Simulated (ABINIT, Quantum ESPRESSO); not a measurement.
An ABINIT input for a self-consistent single point of KAlH3 (Pm-3m, 5 atoms in the cell) (DFT, LDA (PW92), plane waves, PAW (JTH v2.0 LDA PAW)):

```
# KAlH3, JTH v2.0 LDA PAW
pp_dirpath "./"
pseudos "K.LDA_PW-JTH.xml, Al.LDA_PW-JTH.xml, H.LDA_PW-JTH.xml"
acell 3*1.0
rprim
         7.5242847159    0.0000000000    0.0000000000
         0.0000000000    7.5242847159    0.0000000000
         0.0000000000    0.0000000000    7.5242847159
natom 5
ntypat 3
znucl 19 13 1
typat 1 2 3 3 3
xcart
         3.7621423579    3.7621423579    3.7621423579
         0.0000000000    0.0000000000    0.0000000000
         0.0000000000    3.7621423579    0.0000000000
         3.7621423579    0.0000000000    0.0000000000
         0.0000000000    0.0000000000    3.7621423579
ecut 816 eV
pawecutdg 1633 eV
pawxcdev 0
ixc 7
occopt 3
tsmear 0.1 eV
nband 13
kptopt 1
ngkpt 8 8 8
nshiftk 1
shiftk 0 0 0
nstep 100
tolvrs 1.0e-12
prtwf 0
prtden 0
enunit 1
```

**Question.** Write the same calculation as an input for Quantum ESPRESSO.

**Answer.** One input that does it (others would too):

```fortran
&CONTROL
  calculation = 'scf'
  prefix = 'KAlH3'
  outdir = './work'
  pseudo_dir = './'
  verbosity = 'high'
  tprnfor = .true.
  tstress = .true.
/
&SYSTEM
  ibrav = 0
  nat = 5
  ntyp = 3
  ecutwfc = 40
  ecutrho = 200
  occupations = 'smearing'
  smearing = 'fd'
  degauss = 0.0073499
/
&ELECTRONS
  conv_thr = 1.0d-8
  mixing_beta = 0.7
/
ATOMIC_SPECIES
K     39.0983  k_lda_v1.4.uspp.F.UPF
Al    26.9815  al_lda_v1.uspp.F.UPF
H      1.0080  h_lda_v1.4.uspp.F.UPF
ATOMIC_POSITIONS {crystal}
K     0.5000000000    0.5000000000    0.5000000000
Al    0.0000000000    0.0000000000    0.0000000000
H     0.0000000000    0.5000000000    0.0000000000
H     0.5000000000    0.0000000000    0.0000000000
H     0.0000000000    0.0000000000    0.5000000000
K_POINTS {automatic}
8 8 8  0 0 0
CELL_PARAMETERS {angstrom}
   3.9816800000     0.0000000000     0.0000000000
   0.0000000000     3.9816800000     0.0000000000
   0.0000000000     0.0000000000     3.9816800000
```

Basis settings and potentials, where a program has them, do not carry over. This input uses DFT, LDA (PZ), plane waves, GBRV 1.5 ultrasoft (LDA) pseudopotentials. LDA parametrisations can differ slightly between programs. Both were run: pressure -2.82 GPa in ABINIT and -3.59 in Quantum ESPRESSO.

On ABINIT: the starting cell comes from a database of computed structures (which also holds hypothetical and non-ambient phases and stackings), without a prior relaxation at this level.

On Quantum ESPRESSO: the starting cell comes from a database of computed structures (which also holds hypothetical and non-ambient phases and stackings), without a prior relaxation at this level. With a pressure of about -4 GPa the cell is away from its equilibrium volume at this level.
